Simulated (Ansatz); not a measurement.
NiSi2: pressure series

Start from NiSi2 (space group Fm-3m, No. 225; a = 5.444 Å; non-magnetic).

Cell and atoms are relaxed at each pressure.

Calculations: PBE (Ansatz, a program for electronic structure; PAW; 420 eV plane waves; spin-orbit coupling left out), earlier PAW set.

Notes on the quantities. enthalpy: H = E + PV relative to the base's energy.

```csv
case,enthalpy,shortest interatomic distance
base,–,4.455 bohr
pressure −2 GPa,-0.17 eV/atom,4.476 bohr
pressure −1 GPa,-0.08 eV/atom,4.465 bohr
pressure 0.3 GPa,+0.03 eV/atom,4.452 bohr
pressure 0.7 GPa,+0.06 eV/atom,4.448 bohr
pressure 1.5 GPa,+0.13 eV/atom,[?]
pressure 3 GPa,+0.25 eV/atom,[?]
pressure 5 GPa,+0.41 eV/atom,4.408 bohr
pressure 7.5 GPa,+0.61 eV/atom,4.387 bohr
pressure 10 GPa,+0.81 eV/atom,[?]
```

### Question
Fill in the withheld entries from the trend.

### Answer

- pressure 1.5 GPa, shortest interatomic distance: 4.440 bohr
- pressure 3 GPa, shortest interatomic distance: 4.426 bohr
- pressure 10 GPa, shortest interatomic distance: 4.368 bohr

Load acts through the strain it causes; cell and atoms are relaxed under it. Stability against distortions was not tested. Competing high-pressure phases were not computed. Seeded moments were not kept for the base. All final runs are without spin polarisation.
